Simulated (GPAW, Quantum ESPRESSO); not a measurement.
A GPAW input for a self-consistent single point of Cu2O (Pn-3m, 6 atoms in the cell) (DFT PBE+U, plane waves, GPAW PAW datasets PBE (gpaw-data 1.0.1)):

```python
from ase import Atoms
from ase.units import GPa
from gpaw import GPAW, PW, FermiDirac

atoms = Atoms(['Cu', 'Cu', 'Cu', 'Cu', 'O', 'O'],
              cell=[[4.200826, 0.000000, 0.000000],
                    [0.000000, 4.200826, 0.000000],
                    [0.000000, 0.000000, 4.200826]],
              scaled_positions=[[0.750000, 0.250000, 0.750000],
                                [0.250000, 0.750000, 0.750000],
                                [0.750000, 0.750000, 0.250000],
                                [0.250000, 0.250000, 0.250000],
                                [0.000000, 0.000000, 0.000000],
                                [0.500000, 0.500000, 0.500000]],
              pbc=True)

calc = GPAW(mode=PW(950),
            xc='PBE',
            setups={'Cu': ':d,1.0'},
            kpts=(7, 7, 7),
            occupations=FermiDirac(0.01),
            nbands=-4,
            convergence={'forces': 0.001, 'bands': -2},
            symmetry={'symmorphic': False, 'tolerance': 0.0005},
            maxiter=100)

atoms.calc = calc

energy = atoms.get_potential_energy()
print('Energy (eV):', round(energy, 6))
forces = atoms.get_forces()
print('Forces (eV/Ang):')
print(forces.round(5))
stress = atoms.get_stress()
print('Stress (GPa, Voigt):', (stress / GPa).round(4))
```

Question: Write the same calculation as an input for Quantum ESPRESSO.

Answer: This is the input that was run; spellings and numerical settings could be chosen otherwise.

```fortran
&CONTROL
  calculation = 'scf',
  prefix = 'scf',
  outdir = './tmp',
  pseudo_dir = './',
  verbosity = 'high',
  tprnfor = .true.,
  tstress = .true.,
/
&SYSTEM
  ibrav = 0,
  nat = 6,
  ntyp = 2,
  ecutwfc = 55,
  ecutrho = 330,
  occupations = 'smearing',
  smearing = 'fermi-dirac',
  degauss = 0.000734986,
/
&ELECTRONS
  conv_thr = 1.0d-10,
  mixing_beta = 0.3,
/
ATOMIC_SPECIES
Cu    63.5460  Cu.pbe-dn-kjpaw_psl.1.0.0.UPF
O     15.9990  O.pbe-n-kjpaw_psl.0.1.UPF
ATOMIC_POSITIONS {crystal}
Cu    0.7500000000    0.2500000000    0.7500000000
Cu    0.2500000000    0.7500000000    0.7500000000
Cu    0.7500000000    0.7500000000    0.2500000000
Cu    0.2500000000    0.2500000000    0.2500000000
O     0.0000000000    0.0000000000    0.0000000000
O     0.5000000000    0.5000000000    0.5000000000
K_POINTS {automatic}
7 7 7  0 0 0
CELL_PARAMETERS {angstrom}
   4.2008260000     0.0000000000     0.0000000000
   0.0000000000     4.2008260000     0.0000000000
   0.0000000000     0.0000000000     4.2008260000
HUBBARD {atomic}
U Cu-3d 1
```

Basis, cutoffs, solver keys and any potentials are the target program's own. This input uses DFT, PBE+U, plane waves, PSlibrary PAW (PBE) pseudopotentials. Both were run: gap on the mesh 0.706 eV in GPAW and 0.684 in Quantum ESPRESSO.

On GPAW: the starting cell has typed, rounded lattice constants, without a prior relaxation at this level. Its lattice was rescaled by a random factor within 2.5 % of one. Spin polarisation is off. The U value is a test value, and with U on an open shell several self-consistent states can exist.

On Quantum ESPRESSO: the starting cell has typed, rounded lattice constants, without a prior relaxation at this level. Its lattice was rescaled by a random factor within 2.5 % of one. Spin polarisation is off. The U value is a test value, and with U on an open shell several self-consistent states can exist. With a pressure of about 9 GPa the cell is away from its equilibrium volume at this level.
